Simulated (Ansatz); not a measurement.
Defect: interstitial Cu in chalcopyrite CuGaSe2, charge state +1. Method: PBE, PAW (plane waves to 420 eV; Ansatz, an electronic-structure program).

Settings: 64 host sites, the relaxed PBE lattice, one k-point at (0.250, 0.250, 0.250), smearing 0.05 eV, spin-restricted, no image-charge correction. Static, classical nuclei. PBE gaps are too small, and in this host the defect's levels may merge with the bands. The charge state is imposed; whether it is stable for some Fermi level was not computed. Sites that were not tried may lie lower.

Barriers: single points on a 2×2×2 k-point mesh shifted by half a step at the bands' geometries (they differ from the bands' own by up to 0.23 eV, and are uncertain by about as much).

The step: a direct jump of one Cu atom. Atoms about the jump, Cartesian Å from the middle of the jump, before and after:

| atom | x0 | y0 | z0 | x1 | y1 | z1 |
|---|---|---|---|---|---|---|
| Cu1 | 0.59 | 0.00 | -0.66 | -0.59 | 0.00 | 0.66 |
| Cu2 | -1.56 | 0.87 | -1.38 | -1.45 | 0.80 | -1.46 |
| Cu3 | 1.48 | 0.80 | 1.47 | 1.56 | 0.86 | 1.42 |
| Se4 | -0.02 | 2.28 | 0.01 | 0.02 | 2.28 | -0.03 |
| Ga5 | -1.40 | -2.07 | 1.41 | -1.45 | -2.23 | 1.44 |
| Ga6 | 1.47 | -2.23 | -1.44 | 1.41 | -2.07 | -1.41 |
| Se7 | 0.05 | -0.65 | 2.81 | 0.04 | -0.70 | 2.87 |
| Se8 | 2.90 | -0.67 | -0.03 | 2.85 | -0.62 | -0.01 |
| Se9 | -0.03 | -0.71 | -2.88 | -0.04 | -0.65 | -2.83 |
| Se10 | -2.85 | -0.63 | 0.01 | -2.90 | -0.67 | 0.03 |
| Se11 | 0.00 | -3.57 | 0.00 | -0.01 | -3.57 | -0.03 |

Task: Where do these atoms stand at the saddle point, and how high is it?

Result: 
```json
[
 {"atom": "Cu1", "x": "0.02", "y": "-0.37", "z": "0.02"},
 {"atom": "Cu2", "x": "-1.49", "y": "0.83", "z": "-1.45"},
 {"atom": "Cu3", "x": "1.53", "y": "0.84", "z": "1.48"},
 {"atom": "Se4", "x": "0.01", "y": "2.23", "z": "-0.01"},
 {"atom": "Ga5", "x": "-1.44", "y": "-2.13", "z": "1.44"},
 {"atom": "Ga6", "x": "1.46", "y": "-2.12", "z": "-1.45"},
 {"atom": "Se7", "x": "0.04", "y": "-0.65", "z": "2.81"},
 {"atom": "Se8", "x": "2.85", "y": "-0.62", "z": "-0.02"},
 {"atom": "Se9", "x": "-0.02", "y": "-0.66", "z": "-2.83"},
 {"atom": "Se10", "x": "-2.84", "y": "-0.63", "z": "0.02"},
 {"atom": "Se11", "x": "0.00", "y": "-3.54", "z": "-0.02"}
]
```
It lies 0.062 eV above the start and 0.062 eV above the end. The saddle point's order was not checked, and it lies on a symmetry element of the cell, where a band can be held.
